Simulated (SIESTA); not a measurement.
Band structure of C (R-3m, 4 atoms in the cell).

```
CELL_PARAMETERS angstrom
      1.23319     0.71198     8.28262
     -1.23319     0.71198     8.28262
      0.00000    -1.42396     8.28262
ATOMIC_POSITIONS crystal
  C  0.91283 0.91283 0.91283
  C  0.08717 0.08717 0.08717
  C  0.24615 0.24615 0.24615
  C  0.75385 0.75385 0.75385
```

Method of the run: LDA PW92, numerical atomic orbitals DZP, PseudoDojo LDA standard norm-conserving potentials (rewritten from UPF to PSML) in SIESTA.

Settings: XC.functional = LDA; XC.authors = PW92; potentials = PseudoDojo LDA standard; PAO.BasisSize = DZP; PAO.EnergyShift = 0.005 Ry; MeshCutoff = 300 Ry; kgrid.MonkhorstPack = 8 8 8; OccupationFunction = FD; ElectronicTemperature = 100 meV; MaxSCFIterations = 150; SCF.Mixer.Method = Pulay; SCF.Mixer.Weight = 0.1; SCF.Mixer.History = 8; SCF.DM.Tolerance = 1.0E-05.

The starting cell comes from a database of computed structures (which also holds hypothetical and non-ambient phases and stackings), without a prior relaxation at this level. Values carry the incompleteness of an atom-centred basis.

Predict the gap along the standard path and the places of the band edges.

The gap along the path is 0.07 eV, direct at B1 to within 0.01 eV. Another conduction valley lies within 0.1 eV, so the order of the valleys is not sure.

Levels in eV from the top of the valence band on the path, bands 5 to 9:
| point | 5 | 6 | 7 | 8 | 9 |
|---|---|---|---|---|---|
| Γ | -3.09 | -3.09 | -3.09 | -3.09 | 5.89 |
| L | -6.40 | -6.40 | -2.46 | -2.12 | 1.48 |
| B1 | -10.56 | -10.55 | -0.17 | 0.00 | 0.07 |
| B | -10.56 | -10.55 | -0.17 | 0.00 | 0.07 |
| Z | -3.09 | -3.09 | -3.09 | -3.09 | 6.48 |
| X | -10.57 | -10.56 | -0.10 | -0.02 | 0.10 |
| Q | -10.57 | -10.56 | -0.10 | -0.02 | 0.10 |
| F | -6.40 | -6.39 | -2.39 | -2.19 | 1.57 |
| P1 | -6.40 | -6.39 | -2.41 | -2.18 | 1.55 |
| P | -6.40 | -6.39 | -2.41 | -2.18 | 1.55 |

Higher empty bands are left out: an atom-centred basis made for the valence describes them poorly.
